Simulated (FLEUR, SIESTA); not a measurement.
A FLEUR input for a self-consistent single point of Co₃Si (P6_3/mmc, 8 atoms in the cell) (DFT, PBEsol, all-electron FLAPW (FLEUR), scalar-relativistic valence):

Input of the input generator:

```
Co3Si
&input film=f /
9.5696787646 0.0000000360 0.0000000000
-4.7848394135 8.2875848982 0.0000000000
0.0000000000 0.0000000000 7.6396165910
1.0
1.0 1.0 1.0

8
27 0.1674750000 0.3349500000 0.7500000000
27 0.8325250000 0.6650500000 0.2500000000
27 0.8325250000 0.1674750000 0.2500000000
27 0.1674750000 0.8325250000 0.7500000000
27 0.6650500000 0.8325250000 0.7500000000
27 0.3349500000 0.1674750000 0.2500000000
14 0.6666666667 0.3333333333 0.7500000000
14 0.3333333333 0.6666666667 0.2500000000

&comp jspins=1 /
&exco xctyp='PBEs' /
&kpt div1=5 div2=5 div3=6 gamma=t /
&end /
```

```xml
<?xml version="1.0" encoding="UTF-8" standalone="no"?>
<fleurInput fleurInputVersion="0.39">
   <comment>
      Co3Si                                                                                               
   </comment>
   <calculationSetup>
      <cutoffs Kmax="4.6" Gmax="18.4" GmaxXC="18.4" numbands="0"/>
      <scfLoop itmax="100" minDistance="0.00001" maxIterBroyd="99" imix="Anderson" alpha="0.05" precondParam="0.0" spinf="2.0"/>
      <coreElectrons ctail="T" frcor="F" kcrel="0" coretail_lmax="0"/>
      <xcFunctional name="PBEs" relativisticCorrections="F"/>
      <magnetism jspins="1"/>
      <soc l_soc="F" theta="0.0" phi="0.0" spav="F"/>
      <expertModes spex="0" secvar="F"/>
      <geometryOptimization l_f="T" forcealpha="1.0" forcemix="BFGS" epsdisp="0.00001" epsforce="0.00001"/>
      <ldaU l_linMix="F" mixParam="0.05" spinf="1.0"/>
   </calculationSetup>
   <cell>
      <bzIntegration valenceElectrons="98.0" mode="gauss" fermiSmearingEnergy="0.00183747">
         <kPointListSelection listName="default-1"/>
         <!-- k-points included here -->
         <xi:include xmlns:xi="http://www.w3.org/2001/XInclude" href="kpts.xml"> </xi:include>
      </bzIntegration>
      <!-- symmetry operations included here -->
      <xi:include xmlns:xi="http://www.w3.org/2001/XInclude" href="sym.xml"> </xi:include>
      <bulkLattice scale="1.0">
         <bravaisMatrix>
            <row-1>    9.5696787646000008     0.0000000360000000     0.0000000000000000</row-1>
            <row-2>   -4.7848394135000003     8.2875848982000004     0.0000000000000000</row-2>
            <row-3>    0.0000000000000000     0.0000000000000000     7.6396165910000002</row-3>
         </bravaisMatrix>
      </bulkLattice>
   </cell>
   <atomSpecies>
      <species name="Cobalt (Co)" element="Co" atomicNumber="27">
         <mtSphere radius="2.20" gridPoints="761" logIncrement="0.016"/>
         <atomicCutoffs lmax="8" lnonsphr="6"/>
         <electronConfig flipSpins="F">
            <coreConfig>(1s1/2) (2s1/2) (2p1/2) (2p3/2) (3s1/2)</coreConfig>
            <valenceConfig>(3p1/2) (3p3/2) (4s1/2) (3d3/2) (3d5/2)</valenceConfig>
            <stateOccupation state="(3d3/2)" spinUp="1.4" spinDown="1.4"/>
            <stateOccupation state="(3d5/2)" spinUp="2.1" spinDown="2.1"/>
         </electronConfig>
         <energyParameters s="4" p="4" d="3" f="4"/>
         <lo type="SCLO" l="1" n="3" eDeriv="0"/>
      </species>
      <species name="Silicon (Si)" element="Si" atomicNumber="14">
         <mtSphere radius="1.73" gridPoints="599" logIncrement="0.019"/>
         <atomicCutoffs lmax="8" lnonsphr="6"/>
         <electronConfig flipSpins="F">
            <coreConfig>(1s1/2) (2s1/2) (2p1/2) (2p3/2)</coreConfig>
            <valenceConfig>(3s1/2) (3p1/2) (3p3/2)</valenceConfig>
            <stateOccupation state="(3p1/2)" spinUp="0.3333333333333" spinDown="0.3333333333333"/>
            <stateOccupation state="(3p3/2)" spinUp="0.6666666666667" spinDown="0.6666666666667"/>
         </electronConfig>
         <energyParameters s="3" p="3" d="3" f="4"/>
      </species>
   </atomSpecies>
   <atomGroups>
      <atomGroup species="Cobalt (Co)">
         <relPos label="                   1">.1674750000 .3349500000 -1.000/4.000</relPos>
         <relPos label="                   2">-.1674750000 -.3349500000 1.000/4.000</relPos>
         <relPos label="                   3">-.1674750000 .1674750000 1.000/4.000</relPos>
         <relPos label="                   4">.1674750000 -.1674750000 -1.000/4.000</relPos>
         <relPos label="                   5">-.3349500000 -.1674750000 -1.000/4.000</relPos>
         <relPos label="                   6">.3349500000 .1674750000 1.000/4.000</relPos>
         <force calculate="T" relaxXYZ="TTT"/>
      </atomGroup>
      <atomGroup species="Silicon (Si)">
         <relPos label="                   7">-1.000/3.000 1.000/3.000 -1.000/4.000</relPos>
         <relPos label="                   8">1.000/3.000 -1.000/3.000 1.000/4.000</relPos>
         <force calculate="T" relaxXYZ="TTT"/>
      </atomGroup>
   </atomGroups>
   <output dos="F" band="F" slice="F">
      <checks vchk="F" cdinf="F"/>
      <bandDOS minEnergy="-.5*Htr" maxEnergy="0.5*Htr" sigma="0.015" storeEVData="T"/>
      <vacuumDOS vacdos="F" integ="F" star="F" nstars="0" locx1="0.0" locy1="0.0" locx2="0.0" locy2="0.0" nstm="0" tworkf="0.0"/>
      <unfoldingBand unfoldBand="F" supercellX="1" supercellY="1" supercellZ="1"/>
      <plotting iplot="0" polar="F">
         <plot TwoD="T" vec1="  1.0  0.0  0.0" vec2="  0.0  1.0  0.0" vec3="  0.0  0.0  1.0" zero="  0.0  0.0  0.0" file="plot"/>
      </plotting>
      <chargeDensitySlicing numkpt="0" minEigenval="0.0" maxEigenval="0.0" nnne="0" pallst="F"/>
      <specialOutput eonly="F"/>
      <magneticCircularDichroism mcd="F" energyLo="-10.0" energyUp="0.0"/>
   </output>
  <!-- We include the file relax.xml here to enable relaxations (see documentation) -->
  <xi:include xmlns:xi="http://www.w3.org/2001/XInclude" href="relax.xml"> <xi:fallback/> </xi:include>
</fleurInput>
```

Question: Write the same calculation as an input for SIESTA.

Answer: This is the input that was run; spellings and numerical settings could be chosen otherwise.

```
# files in the folder: Co.psml Si.psml (PseudoDojo PBEsol standard)
SystemName  Co3Si
SystemLabel co3si

NumberOfAtoms                8
NumberOfSpecies              2
%block ChemicalSpeciesLabel
  1 27 Co
  2 14 Si
%endblock ChemicalSpeciesLabel
LatticeConstant              1.0 Ang
%block LatticeVectors
     5.064056000    0.000000000    0.000000000
    -2.532028000    4.385601000    0.000000000
     0.000000000    0.000000000    4.042711000
%endblock LatticeVectors
AtomicCoordinatesFormat      Fractional
%block AtomicCoordinatesAndAtomicSpecies
     0.167475000    0.334950000    0.750000000  1
     0.832525000    0.665050000    0.250000000  1
     0.832525000    0.167475000    0.250000000  1
     0.167475000    0.832525000    0.750000000  1
     0.665050000    0.832525000    0.750000000  1
     0.334950000    0.167475000    0.250000000  1
     0.666667000    0.333333000    0.750000000  2
     0.333333000    0.666667000    0.250000000  2
%endblock AtomicCoordinatesAndAtomicSpecies

XC.functional                GGA
XC.authors                   PBEsol
PAO.BasisSize                DZP
PAO.EnergyShift              0.005 Ry
MeshCutoff                   300 Ry
%block kgrid.MonkhorstPack
    5   0   0  0.0
    0   5   0  0.0
    0   0   6  0.0
%endblock kgrid.MonkhorstPack
OccupationFunction           MP
OccupationMPOrder            0
ElectronicTemperature        50.0 meV

MaxSCFIterations             150
SCF.Mixer.Method             Pulay
SCF.Mixer.Weight             0.1
SCF.Mixer.History            6
SCF.DM.Tolerance             1.0E-04
Diag.ParallelOverK           true
WriteForces                  true
Charge.Mulliken              end
```

Basis, cutoffs, solver keys and any potentials are the target program's own. This input uses DFT, GGA PBEsol, numerical atomic orbitals DZP, PseudoDojo PBEsol standard norm-conserving potentials (rewritten from UPF to PSML).

The starting cell comes from a database of computed structures (which also holds hypothetical and non-ambient phases and stackings), without a prior relaxation at this level. Its lattice was rescaled by a random factor within 2.5 % of one.
